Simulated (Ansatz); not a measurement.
**Point defect Br vacancy (V_Br) in orthorhombic CsPbBr3**

Computed with PBE, PAW (plane waves to 420 eV; Ansatz, an electronic-structure program). The supercell holds 80 host sites (2×1×2 repeats of a cell of 20 atoms), with a 1×2×1 shifted k-point sampling for the final energies. Site at the start: the Br(2) site. Charged cells carry a point-charge image correction with potential alignment at far atoms. Dielectric constants: PBE linear response of the host. Host gap at this level: 2.13 eV. These values are not converged in cell size to better than tenths of an eV.  Spin–orbit coupling is left out, which matters for these heavy elements. Each state is the lowest found from its start.

Charges with a result: +1, 0, −1. Others weren't obtained, and one of them could lie lower, also by skipping a charge.

```
charge         moment (μB)  point group  largest move off a lattice site (Å)  image correction with alignment (eV)
------  ------------------  -----------  -----------------------------------  ------------------------------------
+1      not spin-polarised           C1                                 0.36                                 -0.02
0†                     1.0            –                                 0.28                                  0.00
−1      not spin-polarised           C1                                 1.15                                  0.10
```

† Not settled in this cell, so no level is given: charge 0: carriers not clearly localised.

Point groups are those of the whole cell at tolerances of 0.03 and 0.1 Å ("near" where only the looser one holds); none is given for unsettled states.

Flagged in the runs: a host whose relaxation on this sampling wasn't shown to rest, a strain field that reaches the edge of the cell.

All states together cost roughly 2.8 core-hours.
